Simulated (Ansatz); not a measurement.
Cost and result by functional for the adsorption energy of OH on the 1x1 (111) surface of fcc Ir, one in a 2x2 cell, started at the site 'bridge Ir-Ir (span 2.7 Å)', in Ansatz (plane waves, PAW). Single points on the PBE structure, on one kind of machine; costs are rough ratios of the slab run's core time (references not counted) to the cheapest single point. r2SCAN's cost holds its higher cutoff (500 against 420 eV). Differences are taken against r2SCAN for comparison alone: no measured value is at hand, so the table doesn't rank accuracy.

Slab: 18 atoms, 6.6 Å thick at the start under the adsorbate (thin: gaps and levels are the slab's own); k 6x6x1, smearing 0.1 eV, dipole-corrected; 8 atoms held, the rest relaxed; no symmetry held; no spin, no spin-orbit, no U, no dispersion correction. At the end it is bonded to 2 Ir. In PBE it is, or lies within 0.03 eV of, the lowest of the starts that converged. These notes are the PBE run's. Adsorption energies are against H2O(g) − ½ H2(g). A negative adsorption energy means that the adsorbate is more stable on the surface than in its reference.

| functional | relative cost | adsorption energy (eV) | less r2SCAN (eV) |
|---|---|---|---|
| RPBE | 1 | 0.82 | 0.38 |
| r2SCAN | 2 | 0.44 | 0.00 |
| PBE (the relaxed run's value) | – | 0.62 | 0.17 |

The values span 0.38 eV, while the single points' costs differ by a factor of roughly 2. Differences are of unrounded values.

Ansatz is an electronic-structure program.
